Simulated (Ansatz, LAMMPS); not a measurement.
Ge well of 20 atomic layers along [001] in random Si0.2Ge0.8, interfaces graded over 4 layers. Cell 17.11 × 17.11 × 63.25 Å, Si85Ge707, 792 atoms. Prepared with Tersoff's 1989 multicomponent potential (SiCGe.tersoff) run with LAMMPS: minimisation. 

Basis: localised support functions (accuracy medium) on a full density matrix. k-points: zone centre alone; occupations: Fermi-Dirac, 0.010 eV; spin polarisation not allowed. Spin-orbit coupling is left out.

Task: What is the computed gap and bonding (PBE, support functions at accuracy medium on the grid of 370 eV in Ansatz, an electronic-structure program)?

Result: 
* **electronic character of the cell**: no gap resolved at this smearing
* **coordination (neighbours within 2.977 Å)**: 100.0 % 4-fold
* **Ge-Ge bonds, mean ± spread**: 2.486 ± 0.005 Å
* **Ge-Si bonds, mean ± spread**: 2.441 ± 0.006 Å
* **Si-Si bonds, mean ± spread**: 2.394 ± 0.006 Å
* **bond angles, mean ± spread**: 109.5° ± 0.9°
* **pressure**: 0.37 GPa
